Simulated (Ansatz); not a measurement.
An Ansatz (a first-principles code) run: SiS2 with a change (biaxial strain −0.55 %, plane normal [001], relaxed out of plane); r2SCAN (Ansatz; PAW; 500 eV plane waves; spin-orbit coupling left out).

Input:

Ansatz 0.2 input:
```yaml
crystal:
  lattice:
    - [0, 0, -5.545956699]
    - [-5.771162337, 0, 0]
    - [2.8855811685, 4.9187095372, 2.7729783495]
  atoms:
    - { symbol: S, position: [0.8847178789, 0.0856734267, 0.7694357577] }
    - { symbol: S, position: [0.3847178789, 0.683762331, 0.7694357577] }
    - { symbol: S, position: [0.6152821211, 0.316237669, 0.2305642423] }
    - { symbol: S, position: [0.1152821211, 0.9143265733, 0.2305642423] }
    - { symbol: Si, position: [0.25, 1, 0] }
    - { symbol: Si, position: [0.75, 1, 0] }
basis: { ecutwfc: 500, ecutrho_ratio: 4, xc_grid: 4, fft_grid_basis: typed }
kpoints: { mp_grid: { grid: [8, 8, 8] } }
hamiltonian:
  xc: r2scan
  dispersion: none
  pseudopotentials: { kind: paw }
scf: { occupations: { method: fermi_dirac, width: 0.05 }, convergence: { dr2_threshold: 0.0000000006 } }
output: { forces: true, stress: true }
checkpoint: { write: state.ck, write_every: 1000 }
```

Output (explanatory and most iteration lines left out):

```
Pseudopotential: S, paw, valence charge 6
Pseudopotential: Si, paw, valence charge 4
Crystal: 6 atoms, lattice volume = 157.431 Å³
Basis set: ecut = 500 eV, 4021 PW (Γ), exchange–correlation on 180×180×192 points (64 copies of the dense FFT grid, shifted against one another)
Bands: 22, of which v1, the nominal top of the filled ones, is band 16 counted from 1 (15 counted from 0)
Symmetry: 8 space group operations
Space group: Ibam (ITA 72), of the structure as read, at distance tolerance 5.4e-5 Å
k-points: 95 of 512
Functional: x = r2scan, c = r2scan; τ floored in thin density (d = 2e-4 eV/Å³)
SCF iter   1: F=—  HF=-4905.899719 eV  |F-HF|=—  |Δ(HF+E_count)|=         —  Δρ=4.44e-3  dr2=4.85e-2  dr2_τ=1.02e-1  ethr=1.77e-3  ⟨swp⟩=7.5  Hψ=13492  notcnv=0
SCF iter   2: F=—  HF=-4905.956458 eV  |F-HF|=—  |Δ(HF+E_count)|=   5.67e-2  Δρ=2.76e-3  dr2=1.20e-2  dr2_τ=1.68e-4  ethr=1.52e-4  ⟨swp⟩=2.9  Hψ=4721  notcnv=0  defer=154
SCF 1 converged in 8 iterations: F = -4905.952594 eV  dr2 = 1.44e-10
SCF converged after 8 iterations
Free energy (F): -4905.952594 eV
Internal energy: -4905.952594 eV  (E = F + TS)
E sigma→0 (E₀):  -4905.952594 eV
Fermi energy:    3.737785 eV
--- Forces (eV/Å), atoms counted from 1 ---
  atom   1  S      0.00048505     0.00014024     0.00000000
  atom   2  S     -0.00048505     0.00014024     0.00000000
  atom   3  S      0.00048505    -0.00014024     0.00000000
  atom   4  S     -0.00048505    -0.00014024     0.00000000
  atom   5  Si     0.00000000    -0.00000000     0.00000000
  atom   6  Si     0.00000000     0.00000000     0.00000000
--- Stress (GPa, compression-positive) ---
        0.071899       0.000000       0.000000
        0.000000       0.080479       0.000000
        0.000000       0.000000      -0.002365
  P = ⅓ Tr σ = 0.0500 GPa (0.500 kbar)
```

A biaxial case was relaxed in a doubled cell and then solved in the primitive one. Whether these cells are dynamically stable was not tested. The cell was made from SiS2 (space group Ibam, No. 72; made of chains) by this change: biaxial strain −0.55 %, plane normal [001], relaxed out of plane. No dispersion term is included, though the crystal is made of layers, chains or molecules, so its spacings can come out too wide.
